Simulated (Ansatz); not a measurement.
The reference is CdTe in the zinc blende structure (space group F-43m, No. 216; a = 6.5576 Å). Axes: x, y, z lie along the cube axes.

It is then changed as follows: uniaxial strain ε_yy = −5.68 %, all other strain components held at zero; the atoms relax in the strained cell.

Levels (all Ansatz, a first-principles code, PAW): r2SCAN (500 eV, no spin-orbit coupling); HSE06+SOC (420 eV, with spin-orbit coupling).

The geometry is relaxed with r2SCAN.

| Property | Result |
|---|---|
| r2SCAN lowest conduction level above the VBM at special points | Γ 1.23 eV; N 2.12 eV; M 2.56 eV |
| r2SCAN valence-band top at Γ | 0.00, -0.18, -0.18 eV |

**Question.** How does going to HSE06+SOC change the lowest conduction level above the VBM at special points and valence-band top at Γ?

**Answer.** The lowest conduction level above the VBM at special points becomes Γ 1.33 eV; N 2.27 eV; M 2.71 eV (r2SCAN: Γ 1.23 eV; N 2.12 eV; M 2.56 eV); the valence-band top at Γ (three highest Kramers pairs, from the VBM) goes from 0.00, -0.18, -0.18 eV to 0.00, -0.13, -1.03 eV.

Single points use the geometry relaxed with r2SCAN. Differences between runs with and without spin-orbit coupling are approximate. Spin-orbit coupling, missing from the scalar runs, can matter with Te. The levels and masses belong to the bands next to the band gap. Whether these cells are dynamically stable was not tested. Labels are those of the standard path for the cell's own space group.
